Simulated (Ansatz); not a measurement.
System: Ti2Ag (I4/mmm, No. 139; cell taken from a computed entry). Method: PBEsol (PAW; Ansatz, a program for electronic structure).

Numerical settings: plane-wave cutoff 500 eV, 26×26×26 k mesh, Fermi–Dirac smearing 0.1 eV, no spin polarisation, scalar-relativistic PAW data made under PBE.

Computed at the level's own relaxed cell.

Question: Estimate the equilibrium volume per atom, lattice constant a and lattice parameter c that the calculation returns.

Answer: 
* **equilibrium volume per atom**: 16.60 Å³/atom
* **lattice constant a**: 2.883 Å
* **lattice parameter c**: 11.982 Å

The run finds no gap.

Note: the relaxation could not lower the start's symmetry, so the cell can be a saddle point above a distorted one.

Static lattice: no zero-point or thermal effects.
